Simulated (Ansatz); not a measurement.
System: single layer of SnSe (symmetry Pmn2_1 as a slab, 4 atoms a cell), relaxed.

Consider the following.

```xyz
4
Lattice="4.2866 0.0000 0.0000 0.0000 4.4213 0.0000 0.0000 0.0000 23.0600" Properties=species:S:1:pos:R:3 pbc="T T T"
Sn     0.0000     0.1241    12.9095
Sn     2.1433     2.3347    10.1505
Se     0.0000     0.3811    10.1977
Se     2.1433     2.5918    12.8623
```

The image is the density of sample states between the Fermi level and the bias.

Mesh 12×12×1, no spin-orbit coupling, no spin polarisation; biases count from the run's Fermi level.

### Question
Give the constant-current image of the upper face at a sample bias of +1.5 V from a Fermi level inside the gap (empty states up to 1.0 eV over the conduction edge) over one cell, by PBE, Tersoff-Hamann images run with Ansatz (a quantum-chemistry and plane-wave program). The set point is the mean density 3.5 Å over the top atom.

### Answer
Corrugation 0.25 Å, highest over Sn1 and the sites alike, lowest over Se4 and the sites alike. Tip height over the top atom in Å, x and y in fractions of the first two vectors:

```
y \ x   0.000  0.111  0.167  0.278  0.333  0.444  0.500  0.611  0.667  0.778  0.833  0.944
------  -----  -----  -----  -----  -----  -----  -----  -----  -----  -----  -----  -----
0.944    3.62   3.61   3.60   3.55   3.52   3.49   3.48   3.50   3.52   3.57   3.60   3.62
0.889    3.61   3.60   3.58   3.54   3.52   3.48   3.48   3.50   3.52   3.56   3.58   3.61
0.778    3.57   3.55   3.54   3.50   3.48   3.45   3.45   3.46   3.48   3.52   3.54   3.56
0.722    3.54   3.52   3.51   3.48   3.46   3.44   3.43   3.44   3.46   3.50   3.51   3.53
0.667    3.50   3.50   3.48   3.45   3.44   3.42   3.41   3.43   3.44   3.47   3.48   3.50
0.556    3.46   3.45   3.44   3.42   3.41   3.39   3.39   3.40   3.41   3.43   3.44   3.46
0.500    3.46   3.45   3.44   3.41   3.40   3.38   3.38   3.39   3.40   3.43   3.44   3.45
0.444    3.46   3.45   3.44   3.42   3.41   3.39   3.38   3.40   3.41   3.43   3.44   3.46
0.389    3.48   3.47   3.46   3.43   3.42   3.40   3.39   3.40   3.42   3.45   3.46   3.48
0.278    3.54   3.52   3.51   3.48   3.46   3.43   3.42   3.44   3.46   3.49   3.51   3.53
0.222    3.57   3.55   3.54   3.50   3.48   3.45   3.44   3.46   3.48   3.52   3.54   3.56
0.167    3.59   3.58   3.56   3.52   3.50   3.46   3.46   3.48   3.50   3.54   3.56   3.59
0.0556   3.62   3.61   3.59   3.55   3.52   3.49   3.48   3.50   3.52   3.57   3.59   3.62
0.000    3.63   3.62   3.60   3.55   3.53   3.49   3.49   3.51   3.53   3.58   3.60   3.62
```
